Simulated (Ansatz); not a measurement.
Si vacancy + P on the Si site (silicon host)

Computed with PBE, PAW (plane waves to 420 eV; Ansatz, an electronic-structure program). A 2×2×2 supercell of 64 sites was used; the energies come from a 2×2×2 shifted sampling of its zone. Sites at the start: the Si site; Si 2.37 Å away. Charged cells carry a point-charge image correction with potential alignment at far atoms. Dielectric constants: PBE linear response of the host. Host gap at this level: 0.61 eV. Finite-size and sampling errors can reach tenths of an eV here. The semilocal functional narrows the gap, so deep levels can fall outside it. Spin–orbit coupling is left out. Each state is the lowest found from its start.

Formation energies E_f are given with the Fermi level at the valence-band maximum. Chemical conditions: impurity bounded by its compound with the host (Δμ(Si) = 0.00 eV, Δμ(P) = -0.23 eV, bounded by SiP2 (Pbam); only phases computed here count, gases as isolated molecules at 0 K). Reference phases: P: black phosphorus, Si: silicon.

| charge | moment (μB) | point group | largest move off a lattice site (Å) | image correction with alignment (eV) | E_f, impurity bounded by its compound with the host (eV) | above the lowest spin state (eV) |
|---|---|---|---|---|---|---|
| +1† | not spin-polarised | – | 0.17 | -0.10 | – | 0.00 |
| 0† | fractional | – | 0.22 | 0.00 | 2.87 | 0.00 |
| 0† | fractional | – | 0.22 | 0.00 | 2.87 | 0.00 |
| −1† | fractional | – | 0.39 | 0.31 | – | 0.00 |
| −1 | not spin-polarised | Cs | 0.43 | 0.31 | 3.31 | 0.00 |
| −2† | 1.0 | – | 0.39 | 0.82 | – | 0.00 |

† Not settled in this cell, so no level is given: charge +1: no spin-polarised start tried, level within 0.1 eV of a band edge or past it; charge 0: fractional moment, a level filled in part; charge −1: fractional moment, a level filled in part; charge −2: a level filled in part, carriers not clearly localised, level within 0.1 eV of a band edge or past it.

Point groups are those of the whole cell at tolerances of 0.03 and 0.1 Å ("near" where only the looser one holds); none is given for unsettled states.

Starting moments that weren't kept: charge 0 began with 1 μB and ended with 0.5; charge 0 began with 3 μB and ended with 0.5; charge −1 began with 2 μB and ended with 0.5.

All states together cost very roughly 70 core-minutes.
